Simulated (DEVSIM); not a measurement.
System: abrupt In0.53Ga0.47As n-p junction, at 300 K.

| layer (left to right) | material | thickness (μm) | Nd (cm⁻³) | Na (cm⁻³) | τn (s) | τp (s) |
|---|---|---|---|---|---|---|
| 1 | In0.53Ga0.47As | 35.0 | 1.5e15 | - | 1.1e-9 | 1.1e-9 |
| 2 | In0.53Ga0.47As | 0.0840 | - | 3.4e15 | 1.1e-9 | 1.1e-9 |

Left contact: ohmic. Right contact: ohmic. Voltage is applied to the left contact. Recombination: SRH at mid-gap, radiative, Auger. Mobility is μmin + (μ − μmin)/(1 + (N/Nref)^α).

This is a model device: material constants are rounded textbook-type values typed into the input, and sizes, dopings and lifetimes were drawn at random. Values at 300 K.

```csv
parameter,In0.53Ga0.47As
gap (eV),0.74
affinity (eV),4.51
permittivity,13.9
Nc (cm⁻³),2.1e17
Nv (cm⁻³),7.7e18
μn (cm²/Vs),12000
μp (cm²/Vs),300
"μn,min",300
"μp,min",10
"Nref,n",1.3e17
"Nref,p",4.9e17
αn,0.48
αp,0.4
B (cm³/s),9.6e-11
Cn (cm⁶/s),5e-29
Cp (cm⁶/s),5e-29
```

Model (solved in DEVSIM): 1D drift-diffusion, Boltzmann statistics, complete ionisation; no tunnelling, impact ionisation, image-force lowering or self-heating.

Problem. Give the small-signal capacitance in reverse bias (quasi-static).

Solution. 
```json
[
 {"V (V)": "0.2", "C (nF/cm²)": "15.7"},
 {"V (V)": "0.5", "C (nF/cm²)": "12.8"},
 {"V (V)": "1", "C (nF/cm²)": "10.3"},
 {"V (V)": "1.5", "C (nF/cm²)": "8.81"},
 {"V (V)": "2", "C (nF/cm²)": "7.84"},
 {"V (V)": "3", "C (nF/cm²)": "6.59"},
 {"V (V)": "4", "C (nF/cm²)": "5.79"},
 {"V (V)": "5", "C (nF/cm²)": "5.23"},
 {"V (V)": "6.5", "C (nF/cm²)": "4.63"},
 {"V (V)": "8", "C (nF/cm²)": "4.19"},
 {"V (V)": "10", "C (nF/cm²)": "3.77"}
]
```
